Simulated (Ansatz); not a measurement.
Consider CdTe in the zinc blende structure (space group F-43m, No. 216; a = 6.489 Å). Axes: x, y, z lie along the cube axes.

Method: PBEsol (Ansatz, a program for electronic structure), no SOC.

Base values:

| Item | Value |
|---|---|
| Electron mass | 0.055 mₑ (at Γ) |
| Valence-band top at Γ | 0.00, 0.00, 0.00 eV |
| Valley order | Γ 0.65 eV; L along ⟨111⟩ 1.74 eV |

Modification: biaxial strain −1.00 %, plane normal [001], relaxed out of plane (Cartesian); in-plane vectors clamped, the third vector and the atoms free.

Question: What does the calculation give for the energy relative to the base after the change?

Answer: The energy grows by 0.9 meV/atom.

Question: What happens to the electron mass?

Answer: The electron mass goes from 0.055 mₑ (at Γ) to 0.058 mₑ out of plane, 0.055 mₑ in plane (at Γ).

Question: How does this affect the valence-band top at Γ?

Answer: The valence-band top at Γ (three highest levels, from the VBM) becomes 0.00, 0.00, -0.08 eV (base: 0.00, 0.00, 0.00 eV).

Question: What happens to the out-of-plane strain?

Answer: The out-of-plane strain is +1.36 %.

Question: Predict the new valley order.

Answer: The valley order (the lowest conduction-band minima on the path, energy above the VBM, named in the base's zone) becomes Γ 0.64 eV; L along [111] 1.71 eV (base: Γ 0.65 eV; L along ⟨111⟩ 1.74 eV).

Spin-orbit coupling, missing from the scalar runs, can matter with Te. The levels and masses belong to the bands next to the band gap. Masses are band curvatures over ±0.01 Å⁻¹ around the edge. Stability against distortions was not tested.
